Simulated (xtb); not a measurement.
xtb 6.7.1, GFN2-xTB: Pd(H)2(en) (C1C[NH2]->[PdH2]<-[NH2]1), 15 atoms. The geometry is a generated start, not checked to be a minimum at this level.

```
Quantity                  Result
-----------------  -------------
run flags                 --grad
method                  GFN2-xTB
--acc                1 (default)
--etemp (K)        300 (default)
basis functions               36
valence electrons             38
```

```xyz
15

Pd    -0.9168    -1.5442    -0.0018
H     -0.6704    -3.0212    -0.0100
H     -2.3318    -2.0322    -0.0193
C     -0.0289     1.2957     0.3505
C      1.1521     0.5987    -0.3387
N      1.1782    -0.8136     0.0324
N     -1.2792     0.6413    -0.0286
H     -0.0188     2.3658     0.0863
H      0.0910     1.2094     1.4374
H      2.0846     1.1209    -0.0686
H      1.0242     0.6677    -1.4256
H      1.4655    -0.9306     1.0078
H      1.8172    -1.3477    -0.5559
H     -1.5068     0.8288    -1.0102
H     -2.0599     0.9612     0.5442
```

Charge 0 and multiplicity 1 are set for this test and not shown to be the ground state.

One run each on 1 thread. Values of broydamp tried: 0.02, 0.05, 0.1, 0.2, 0.4 (default), 0.6, 0.8, 1.

Which value of broydamp needs the fewest SCC iterations, and what happens away from it?

Fewest SCC iterations, within one of each other: 0.4 (default) with 11, 0.6 with 11, 0.8 with 11, 1 with 12. The count rises to 20 at 0.02. All converge to one solution.

| broydamp | SCC iterations | end |
|---|---|---|
| 0.02 | 20 | same solution |
| 0.05 | 17 | same solution |
| 0.1 | 15 | same solution |
| 0.2 | 14 | same solution |
| 0.4 (default) | 11 | same solution |
| 0.6 | 11 | same solution |
| 0.8 | 11 | same solution |
| 1 | 12 | same solution |
